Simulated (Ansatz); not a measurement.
System: Hg (R-3m, No. 166, 1 atom in the cell). Method: r²SCAN+SOC (Ansatz, a first-principles code, PAW).

Run with plane-wave cutoff 560 eV, 20×20×20 k mesh, Fermi–Dirac smearing 0.05 eV, PAW data made under PBE.

Response to compression and expansion:

Shape and atoms are relaxed at each volume.

```csv
V (Å³/atom),P (GPa),c (Å),a (Å)
25.147,1.67,5.329,4.043
25.671,0.79,5.290,4.100
26.195,0.00,5.326,4.128
26.719,-0.65,5.342,4.162
27.243,-1.20,5.370,4.192
```

Note: the relaxation could not lower the start's symmetry, so the cell can be a saddle point above a distorted one; the bulk modulus comes from volumes at which shape and atoms were relaxed.
